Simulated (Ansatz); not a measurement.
# Point defect Y_Al in metastable zinc-blende AlN

These are PBE, PAW (plane waves to 420 eV; Ansatz, a first-principles code) values and carry that method's errors. Cell: 64 sites, 2×2×2; final energies on a 2×2×2 shifted mesh. Site at the start: the Al site. Energies of charged states are corrected for periodic images (point charge plus alignment at distant sites). Dielectric constants: PBE linear response of the host. Host gap at this level: 3.31 eV. Finite-size and sampling errors can reach tenths of an eV here. PBE underestimates the host's gap, which shifts levels and can delocalise carriers. Spin–orbit coupling is left out. Each state is the lowest found from its start.

Formation energies E_f are given with the Fermi level at the valence-band maximum. Chemical conditions: Al-rich (Δμ(Al) = 0.00 eV, Δμ(Y) = -1.76 eV, bounded by YAl3 (P6_3/mmc); only phases computed here count, gases as isolated molecules at 0 K); N-rich (Δμ(Al) = -2.69 eV, Δμ(Y) = -3.40 eV, bounded by YN (Fm-3m); only phases computed here count, gases as isolated molecules at 0 K). Reference phases: Al: fcc Al, Y: hcp Y.

```csv
charge,moment (μB),largest move off a lattice site (Å),image correction with alignment (eV),"E_f, Al-rich (eV)","E_f, N-rich (eV)"
+1†,1.0,0.33,0.53,–,–
0,not spin-polarised,0.26,0.00,3.35,2.30
−1*,1.0,0.28,–,–,–
```

* At this level the carrier isn't localised at the defect: at charge −1 electrons occupy the conduction band. Such a state is shallow or no state of the defect, and this cell gives it no level.

† Not settled in this cell, so no level is given: charge +1: level within 0.1 eV of a band edge or past it.

Flagged in the runs: a doubtful potential alignment, a strain field that reaches the edge of the cell.
